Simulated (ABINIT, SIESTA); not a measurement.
A SIESTA input for a self-consistent single point of InSe (P-6m2, 8 atoms in the cell) (DFT, LDA PW92, numerical atomic orbitals DZP, PseudoDojo LDA standard norm-conserving potentials (rewritten from UPF to PSML)):

```
# files in the folder: In.psml Se.psml (PseudoDojo LDA standard)
SystemName  InSe
SystemLabel InSe

NumberOfAtoms                8
NumberOfSpecies              2
%block ChemicalSpeciesLabel
  1 49 In
  2 34 Se
%endblock ChemicalSpeciesLabel
LatticeConstant              4.047330 Ang
%block LatticeVectors
     1.000000000    0.000000000    0.000000000
    -0.500000000    0.866025503    0.000000000
     0.000000000    0.000000000    4.460239219
%endblock LatticeVectors
AtomicCoordinatesFormat      Bohr
%block AtomicCoordinatesAndAtomicSpecies
     0.000000000    0.000000000   19.696764541  1
     0.000000000    0.000000000   14.416684845  1
    -0.000003824    4.415776896   31.473409537  1
    -0.000003824    4.415776896    2.640039848  1
     3.824176442    2.207885136   29.098772326  2
     3.824176442    2.207885136    5.014677060  2
    -0.000003824    4.415776896   22.072084021  2
    -0.000003824    4.415776896   12.041365364  2
%endblock AtomicCoordinatesAndAtomicSpecies

XC.functional                LDA
XC.authors                   PW92
PAO.BasisSize                DZP
PAO.EnergyShift              0.005 Ry
MeshCutoff                   300 Ry
%block kgrid.MonkhorstPack
    5   0   0  0.0
    0   5   0  0.0
    0   0   1  0.0
%endblock kgrid.MonkhorstPack
OccupationFunction           FD
ElectronicTemperature        116.05 K

MaxSCFIterations             150
SCF.Mixer.Method             Pulay
SCF.Mixer.Weight             0.1
SCF.Mixer.History            6
SCF.DM.Tolerance             1.0E-05
Diag.ParallelOverK           true
WriteForces                  true
Charge.Mulliken              end
```

Task: Translate this input to ABINIT.

Result: This is the input that was run; spellings and numerical settings could be chosen otherwise.

```
# InSe, PseudoDojo nc-sr-04 LDA standard
pp_dirpath "./"
pseudos "In.upf, Se.upf"
acell 3*1.0
rprim
         7.6483456751   -0.0000001019    0.0000000000
        -3.8241727493    6.6236617025    0.0000000000
         0.0000000000    0.0000000000   34.1134493853
natom 8
ntypat 2
znucl 49 34
typat 1 1 1 1 2 2 2 2
xred
         0.0000000000    0.0000000000    0.5773900000
         0.0000000000    0.0000000000    0.4226100000
         0.3333333333    0.6666666667    0.9226100000
         0.3333333333    0.6666666667    0.0773900000
         0.6666666667    0.3333333333    0.8530000000
         0.6666666667    0.3333333333    0.1470000000
         0.3333333333    0.6666666667    0.6470200000
         0.3333333333    0.6666666667    0.3529800000
ecut 43
ixc 7
occopt 3
tsmear 0.00036749
nband 72
kptopt 1
ngkpt 5 5 1
nshiftk 1
shiftk 0 0 0
nstep 60
tolvrs 1.0e-11
prtwf 0
prtden 0
enunit 1
```

Basis, cutoffs, solver keys and any potentials are the target program's own. This input uses DFT, LDA (PW92), plane waves, norm-conserving pseudopotentials (PseudoDojo nc-sr-04 LDA standard). LDA parametrisations can differ slightly between programs.

The starting cell comes from a database of computed structures (which also holds hypothetical and non-ambient phases and stackings), without a prior relaxation at this level.
